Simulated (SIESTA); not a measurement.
A self-consistent single point of Re3Tc (P6_3/mmc, 8 atoms in the cell) with SIESTA.

Computed with LDA PW92, numerical atomic orbitals DZP, PseudoDojo LDA standard norm-conserving potentials (rewritten from UPF to PSML) (SIESTA).

```xyz
8
Lattice="5.4776 0.0000 0.0000 -2.7388 4.7437 0.0000 0.0000 0.0000 4.4293" Properties=species:S:1:pos:R:3 pbc="T T T"
Tc     0.0000     3.1625     3.3220
Tc     2.7388     1.5812     1.1073
Re     0.0000     1.5798     1.1073
Re     2.7388     3.1639     3.3220
Re     4.1094     0.7899     3.3220
Re    -1.3706     3.9538     1.1073
Re     1.3706     3.9538     1.1073
Re     1.3681     0.7899     3.3220
```

Reference input (self-consistent single point, DFT, GGA PBEsol, numerical atomic orbitals DZP, PseudoDojo PBEsol standard norm-conserving potentials (rewritten from UPF to PSML)): XC.functional = GGA; XC.authors = PBEsol; potentials = PseudoDojo PBEsol standard; PAO.BasisSize = DZP; PAO.EnergyShift = 0.005 Ry; MeshCutoff = 350 Ry; kgrid.MonkhorstPack = 4 4 5; OccupationFunction = MP; OccupationMPOrder = 0; ElectronicTemperature = 2320.9 K; MaxSCFIterations = 150; SCF.Mixer.Method = Pulay. This run's input differs from it in these lines:

```diff
@@ -1,2 +1,2 @@
-# files in the folder: Tc.psml Re.psml (PseudoDojo PBEsol standard)
+# files in the folder: Tc.psml Re.psml (PseudoDojo LDA standard)
 SystemName  Re3Tc
@@ -28,4 +28,4 @@
 
-XC.functional                GGA
-XC.authors                   PBEsol
+XC.functional                LDA
+XC.authors                   PW92
 PAO.BasisSize                DZP
```

Log, with long lists cut:

```
        iscf     Eharris(eV)        E_KS(eV)     FreeEng(eV)     dDmax    Ef(eV) dHmax(eV)
   scf:    1   -18646.451932   -18768.290181   -18768.414862  1.383372 -3.944081 14.364225
   scf:    2   -18670.895030   -18770.456738   -18770.599608  1.060068 -4.128536 20.774183
   scf:    3   -18802.514731   -18800.008768   -18800.116725  0.473869 -4.367843  2.557921
   scf:    4   -18801.540569   -18801.094852   -18801.209286  0.206137 -4.848339  0.374348
   scf:    5   -18801.137268   -18801.124117   -18801.236792  0.024401 -4.804622  0.023090
   [... 4 lines left out ...]
   scf:   10   -18801.124862   -18801.124871   -18801.237106  0.000609 -4.805953  0.002027
   scf:   11   -18801.124870   -18801.124871   -18801.237106  0.000102 -4.805894  0.000479
   scf:   12   -18801.124867   -18801.124869   -18801.237106  0.000025 -4.805951  0.000010
   scf:   13   -18801.124869   -18801.124869   -18801.237106  0.000000 -4.805951  0.000003
SCF Convergence by DM+H criterion
max |DM_out - DM_in|         :     0.0000003504
max |H_out - H_in|      (eV) :     0.0000034433
SCF cycle converged after 13 iterations

Using DM_out to compute the final energy and forces

siesta: E_KS(eV) =           -18801.1249

siesta: E_KS - E_eggbox =    -18801.1249

siesta: Atomic forces (eV/Ang):
     1    0.000043   -0.000024   -0.000000
     2   -0.000043    0.000024    0.000000
     3    0.000024    0.027380    0.000000
     4   -0.000024   -0.027380   -0.000000
     5   -0.023702    0.013685    0.000000
     6    0.023702   -0.013685   -0.000000
     7   -0.023700   -0.013711   -0.000000
     8    0.023700    0.013711    0.000000
   Tot   -0.000000   -0.000000    0.000000
   Max    0.027380
   Res    0.013688    sqrt( Sum f_i^2 / 3N )
   Max    0.027380    constrained

   [... lines left out ...]
siesta: FreeEng =    -18801.237106
siesta: Cell volume =        115.092473 Ang**3
siesta:         -29.35597746        -28.14848180  kBar
   [... lines left out ...]

             -0.214  -0.174  -0.184

mulliken: Qtot =      120.000

Mulliken Atomic Populations:
Atom #   charge [q] valence [e]  Species
     1    -0.345575   15.345575  Tc
     2    -0.345575   15.345575  Tc
     3     0.115191   14.884809  Re
     4     0.115191   14.884809  Re
     5     0.115193   14.884807  Re
     6     0.115193   14.884807  Re
     7     0.115191   14.884809  Re
     8     0.115191   14.884809  Re
 Total     0.000000
```

The run converged in 13 iterations. Against the reference run the pressure goes from 3.46 to -2.94 GPa and the largest force goes from 0.048 to 0.027 eV/Å.

The starting cell comes from a database of computed structures (which also holds hypothetical and non-ambient phases and stackings), without a prior relaxation at this level. Its lattice was rescaled by a random factor within 2.5 % of one. Spin polarisation is off. Values carry the incompleteness of an atom-centred basis.

Cost on one core of a shared machine: roughly 2 min.
